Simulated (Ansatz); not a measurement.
## Several settings converged on a (001) slab of TiGe2 (cut from a parent of space group no. 70; 12 atoms in the cell)

```xyz
12
Lattice="5.0028 0.0000 0.0000 -7.4674 4.3537 0.0000 0.0000 0.0000 20.5891" Properties=species:S:1:pos:R:3 pbc="T T T"
Ge     0.0175     1.4482     7.0000
Ge    -2.4821     2.9055     7.0000
Ge    -1.2498     0.7287    13.5891
Ge    -6.2175     3.6250    13.5891
Ge    -3.7161     3.6250    11.3927
Ge     1.2516     0.7287    11.3927
Ge    -4.9835     2.9055     9.1963
Ge    -2.4839     1.4482     9.1963
Ti     2.5014     0.0000     7.0000
Ti    -3.7337     2.1768    13.5891
Ti    -1.2323     2.1768    11.3927
Ti     0.0000     0.0000     9.1963
```

Base method: LDA (PW92), default PAW files made with PBE (plane waves; Ansatz, a quantum-chemistry and plane-wave program).

Base settings: basis.ecutwfc = 30.9 Ry; kpoints.mp_grid.grid = 6 4 1; hamiltonian.xc = lda; hamiltonian.pseudopotentials = {kind: paw} (the program's default PAW files); scf.occupations.method = gaussian; scf.occupations.width = 0.0073 Ry.

The count of work is k-points × plane waves × bands × iterations; it is no time. 

**The vacuum**

The mesh stays at the base's, so the ladder's end is converged at best in this setting alone.

Only quantities that move along the ladder and can be compared are tabulated.

```tsv
vacuum between outermost atoms (Å)	free energy less the last step's (meV/atom)	largest difference of a force vector from the last step's (eV/Å)	count of work / last
3.0	-197.85	1.531	0.26
4.0	-45.30	0.360	0.29
5.0	-11.13	0.107	0.32
6.0	-2.31	0.031	0.34
7.0	-0.37	0.010	0.37
8.0	-0.03	0.004	0.40
10.0	0.01	0.000	0.45
12.0	0.01	0.000	0.51
14.0	0.01	0.000	0.56
17.0	0.01	0.000	0.64
20.0	0.01	0.000	0.73
25.0	0.00	0.000	0.86
30.0	0.00	0.000	1.0
```

Smallest vacuum between outermost atoms (Å) that holds the forces within 0.005 eV/Å of the last step, with all finer ones: 8.0, at 0.40 of the last step's count of work; the step before is off by 0.010 eV/Å.

Smallest vacuum between outermost atoms (Å) that holds the free energy within 5 meV/atom of the last step, with all finer ones: 6.0, at 0.34 of the last step's count of work; the step before is off by 11 meV/atom.

**The plane-wave cutoff**

The mesh stays at the base's, so the ladder's end is converged at best in this setting alone.

Only quantities that move along the ladder and can be compared are tabulated.

| basis.ecutwfc | free energy less the last step's (meV/atom) | largest difference of a force vector from the last step's (eV/Å) | count of work / last |
|---|---|---|---|
| 15.4 Ry | 5414.75 | 0.415 | 0.15 |
| 18.4 Ry | 1169.20 | 0.193 | 0.21 |
| 21.7 Ry | 170.03 | 0.020 | 0.23 |
| 26.1 Ry | 9.37 | 0.002 | 0.28 |
| 30.9 Ry | 1.66 | 0.001 | 0.36 |
| 37.1 Ry | 0.73 | 0.000 | 0.46 |
| 46.3 Ry | 0.41 | 0.000 | 0.65 |
| 61.7 Ry | 0.00 | 0.000 | 1.0 |

Coarsest basis.ecutwfc that holds the free energy within 2 meV/atom of the last step, with all finer ones: 30.9 Ry, at 0.36 of the last step's count of work; the step before is off by 9.4 meV/atom.

Coarsest basis.ecutwfc that holds the forces within 0.01 eV/Å of the last step, with all finer ones: 26.1 Ry, at 0.28 of the last step's count of work; the step before is off by 0.020 eV/Å.

**The k-point mesh**

Only quantities that move along the ladder and can be compared are tabulated.

```tsv
kpoints.mp_grid.grid	free energy less the last step's (meV/atom)	largest difference of a force vector from the last step's (eV/Å)	count of work / last
3 2 1	-12.54	0.286	0.040
4 2 1	-4.76	0.215	0.061
4 3 1	1.82	0.140	0.063
5 3 1	7.12	0.169	0.081
6 4 1	-6.52	0.114	0.13
7 4 1	1.12	0.073	0.13
8 5 1	1.26	0.031	0.19
9 6 1	-0.34	0.018	0.25
11 7 1	0.56	0.031	0.31
13 8 1	-0.27	0.009	0.42
15 9 1	-0.03	0.010	0.54
18 10 1	-0.08	0.006	0.72
21 12 1	0.00	0.000	1.0
```

Coarsest kpoints.mp_grid.grid that holds the free energy within 1 meV/atom of the last step, with all finer ones: 9 6 1, at 0.25 of the last step's count of work; the step before is off by 1.3 meV/atom.

On the base run: the starting cell comes from a database of computed structures (which also holds hypothetical and non-ambient phases and stackings), without a prior relaxation at this level. The slab is cut from that crystal, and its faces are unrelaxed. Its lattice was rescaled by up to half a per cent. Spin polarisation is off. In the base run, forces exceed 1 eV/Å. Without a gap this mesh is coarse (it stands for a supercell whose shortest in-plane vector is 17 Å).

Left out of this page: 3 runs of the series stopped by limits of time or memory; 1 run of the series outside the window shown, repeating another row's setting, or not comparable.

Keys are those of Ansatz 0.2.
